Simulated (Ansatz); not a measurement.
Consider Ga2O3 in the corundum structure (space group R-3c, No. 167; a = 5.0577 Å, c = 13.6232 Å (hexagonal axes)).

Calculations: PBE in Ansatz (plane waves to 420 eV, PAW, no spin-orbit coupling).

One change was made to it. Results:

```
quantity                       base           after
-------------------  --------------  --------------
lattice parameter a         5.058 Å         5.042 Å
band gap                    2.40 eV         2.51 eV
electron mass        0.21 mₑ (at Γ)  0.21 mₑ (at Γ)
```

### Question
What was done to the base?
(A) pressure 2.1 GPa
(B) pressure −2 GPa
(C) pressure 4.5 GPa

### Answer
A, pressure 2.1 GPa. For comparison, the band gap in the other runs: pressure −2 GPa gives 2.30 eV; pressure 4.5 GPa gives 2.63 eV.

Load acts through the strain it causes; cell and atoms are relaxed under it. Masses are band curvatures over ±0.01 Å⁻¹ around the edge. Whether these cells are dynamically stable was not tested.

Ansatz is an electronic-structure program.
